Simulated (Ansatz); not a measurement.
Cubic perovskite KZnF3, treated with LDA (Ansatz, a first-principles code, PAW).

Numerical settings: plane-wave cutoff 520 eV, 8×8×8 k mesh, Fermi–Dirac smearing 0.01 eV, scalar-relativistic PAW data made under PBE.

Energies at three volumes about the minimum:

```json
[
 {"V (Å³/atom)": "12.291", "E − E_lowest (meV/atom)": "1.58"},
 {"V (Å³/atom)": "12.542", "E − E_lowest (meV/atom)": "0.00"},
 {"V (Å³/atom)": "12.793", "E − E_lowest (meV/atom)": "1.42"}
]
```

### Question
Fit a parabola by hand: where is the minimum, what lattice constant follows, and what is the bulk modulus?

### Answer
Slopes: (0.00 − 1.58)/(12.542 − 12.291) = -6.295 and (1.42 − 0.00)/(12.793 − 12.542) = 5.657 meV/Å³. Curvature E″ = 2 × (5.657 − (-6.295))/(12.793 − 12.291) = 47.618 meV/Å⁶. From the middle of the first interval, the slope vanishes at V0 = 12.4165 − (-6.295)/47.618 = 12.549 Å³/atom. B = V0 E″ = 12.549 × 47.618 meV/Å³ × 0.1602 GPa per meV/Å³ = 95.7 GPa. With 5 atoms in the cube, a = (5 × 12.549)^(1/3) = 3.974 Å. The full Birch–Murnaghan fit to all volumes gives V0 = 12.544 Å³/atom and B0 = 95.6 GPa.

Measured, for comparison: bulk modulus 80 GPa (temperature not stated, not corrected to a static lattice, (C11+2C12)/3; as tabulated in Vaitheeswaran et al. (2016), arXiv:1609.00541); lattice constant a 4.055 Å (room temperature, not corrected to a static lattice; as tabulated in Dubrovin et al. (2021), arXiv:2110.13026). Computed less measured: bulk modulus +19 %.

Note: the relaxation could not lower the start's symmetry, so the cell can be a saddle point above a distorted one.
